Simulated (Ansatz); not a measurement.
The parent structure is Mg2Ge in the anti-fluorite structure (space group Fm-3m, No. 225; a = 6.364 Å). Axes: x, y, z lie along the cube axes.

The values are results of Ansatz (a program for electronic structure), PBEsol, PAW, cutoff 420 eV, without spin-orbit coupling, earlier PAW set, not measurements.

Base values:

The pressure is 0.00 GPa and the electron mass comes out as 0.54 mₑ along k, 0.18 mₑ across (at X).

Now apply this change: the cell is stretched by 0.44 % along z with no lateral relaxation, atoms relaxed at fixed cell.

**Question.** Estimate the effect on the pressure.

**Answer.** The pressure (mean of the normal stresses, compression positive) goes from zero to -0.23 GPa.

**Question.** What happens to the electron mass?

**Answer.** The electron mass changes from 0.54 mₑ along k, 0.18 mₑ across (at X) to 0.55 mₑ along k, 0.18 mₑ across (at X).

The levels and masses belong to the bands next to the band gap. The cells carry an imposed strain or load. Masses are band curvatures over ±0.01 Å⁻¹ around the edge. Along k means along the line from Γ to the band edge. No phonon test of stability was made.
